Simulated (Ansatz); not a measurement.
Partial pair distribution functions of a relaxed model of amorphous Ge₂₈Se₂₈Al₃, broadened by 0.06 Å; density 4.87 g/cm³. The numbers are results of PBE-D3(BJ), scalar-relativistic without spin-orbit coupling, PAW (Ansatz default set, large-core Se) (plane waves to 420 eV; Ansatz, an electronic-structure program), not measurements.

It comes from a melt-quench run on a machine-learned potential (CHGNet), relaxed afterwards by DFT. The hot cell started wider than the set density and was brought back towards it in steps. It is the lowest in DFT energy of 3 quenches. It is a model cell: composition and starting density were chosen by hand, and all elements were melted together. The geometry includes D3(BJ) dispersion. Its density started from a set value of 4.80 and ended at 4.87 g/cm³. Cooling (nominally 60 K/ps over its main leg) ran many orders faster than in experiment, which tends to leave more defects and strain. A cell of this size samples the disorder only roughly. Volume and shape were free in the relaxation. On a 2×2×2 Γ-centred mesh force components of up to 0.14 eV/Å stay, since the relaxation ran on one k-point at (1/4, 1/4, 1/4).

| r (Å) | g Ge-Se | g Ge-Ge | g Se-Se |
|---|---|---|---|
| 2.20 | 0.01 | 0.00 | 0.00 |
| 2.30 | 0.39 | 0.00 | 0.00 |
| 2.40 | 2.00 | 0.19 | 0.00 |
| 2.50 | 4.66 | 1.47 | 0.00 |
| 2.60 | 4.85 | 2.39 | 0.00 |
| 2.70 | 2.08 | 1.82 | 0.00 |
| 2.80 | 0.48 | 0.88 | 0.00 |
| 2.90 | 0.37 | 0.63 | 0.00 |
| 3.00 | 0.37 | 0.35 | 0.00 |
| 3.10 | 0.69 | 0.55 | 0.09 |
| 3.20 | 0.93 | 0.63 | 0.70 |
| 3.30 | 0.72 | 0.55 | 0.85 |
| 3.40 | 0.87 | 1.07 | 0.59 |
| 3.50 | 1.16 | 1.05 | 1.02 |
| 3.60 | 0.99 | 1.55 | 3.28 |
| 3.70 | 1.15 | 1.35 | 3.66 |
| 3.80 | 1.21 | 1.63 | 2.52 |
| 3.90 | 1.07 | 1.48 | 2.74 |
| 4.00 | 1.07 | 1.11 | 2.04 |
| 4.10 | 1.14 | 1.26 | 1.53 |
| 4.20 | 1.34 | 1.31 | 1.24 |
| 4.30 | 1.00 | 1.25 | 1.32 |
| 4.40 | 0.57 | 1.08 | 1.06 |
| 4.50 | 0.76 | 0.79 | 0.64 |
| 4.60 | 1.00 | 0.55 | 0.46 |
| 4.70 | 0.84 | 0.74 | 0.64 |
| 4.80 | 0.78 | 0.78 | 0.42 |
| 4.90 | 0.68 | 0.61 | 0.36 |
| 5.00 | 0.68 | 0.94 | 0.21 |
| 5.10 | 0.88 | 0.83 | 0.34 |
| 5.20 | 0.84 | 0.48 | 0.46 |
| 5.30 | 0.70 | 0.75 | 0.40 |
| 5.40 | 0.76 | 0.90 | 0.57 |
| 5.50 | 0.96 | 1.09 | 1.15 |
| 5.60 | 1.16 | 1.23 | 1.41 |

Within 2.86 Å each Ge has 2.25 Se neighbours on average.
